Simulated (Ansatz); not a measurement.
Defect: Si-vacancy pair (Si on one host Ru site, one Ru site vacant) in hcp Ru, neutral cell. These are PBE, PAW (plane waves to 420 eV; Ansatz, a program for electronic structure) values and carry that method's errors.

36-site cell at the relaxed PBE lattice, a 2×2×2 k-point mesh shifted by half a step along c, smearing 0.10 eV, spin-restricted, no finite-size correction. Energies are static. Forms of the defect that were not tried may lie lower.

Barriers: single points on a 4×4×4 k-point mesh shifted by half a step along c at the bands' geometries (they differ from the bands' own by up to 0.05 eV, and are uncertain by about as much).

The step: Si and the vacancy change places (Si-vacancy distance between ideal sites 2.66 Å throughout). Atoms about the jump, Cartesian Å from the middle of the jump, before and after:

| atom | x0 | y0 | z0 | x1 | y1 | z1 |
|---|---|---|---|---|---|---|
| Si1 | 0.67 | 0.39 | -1.02 | -0.67 | -0.39 | 1.02 |
| Ru2 | -2.02 | 0.38 | -1.06 | -2.03 | 0.39 | -1.07 |
| Ru3 | 0.68 | 1.95 | 1.07 | 0.68 | 1.94 | 1.06 |
| Ru4 | -0.67 | -1.94 | -1.07 | -0.68 | -1.95 | -1.06 |
| Ru5 | 2.03 | -0.39 | 1.06 | 2.02 | -0.39 | 1.07 |
| Ru6 | -2.05 | 1.98 | 1.09 | -2.03 | 1.99 | 1.08 |
| Ru7 | -0.71 | 2.76 | -1.08 | -0.69 | 2.77 | -1.09 |
| Ru8 | 0.69 | -2.77 | 1.09 | 0.71 | -2.76 | 1.08 |
| Ru9 | 2.04 | -1.99 | -1.08 | 2.06 | -1.98 | -1.09 |
| Ru10 | 0.66 | 0.38 | 3.22 | 0.67 | 0.38 | 3.24 |
| Ru11 | -0.66 | -0.39 | -3.24 | -0.66 | -0.38 | -3.22 |
| Ru12 | -3.43 | -0.41 | 1.08 | -3.44 | -0.42 | 1.07 |
| Ru13 | 2.08 | 2.77 | -1.07 | 2.07 | 2.76 | -1.08 |

Q: Where do these atoms stand at the saddle point, and how high is it?

A: 
```csv
atom,x,y,z
Si1,-0.01,0.01,-0.01
Ru2,-2.09,0.40,-1.11
Ru3,0.69,2.01,1.10
Ru4,-0.69,-2.01,-1.11
Ru5,2.08,-0.41,1.10
Ru6,-2.03,1.98,1.08
Ru7,-0.70,2.75,-1.10
Ru8,0.70,-2.76,1.08
Ru9,2.03,-1.99,-1.10
Ru10,0.66,0.38,3.23
Ru11,-0.66,-0.39,-3.24
Ru12,-3.41,-0.40,1.07
Ru13,2.05,2.75,-1.09
```
It lies 0.54 eV above the start and 0.54 eV above the end. The saddle point's order was not checked, and it lies on a symmetry element of the cell, where a band can be held.
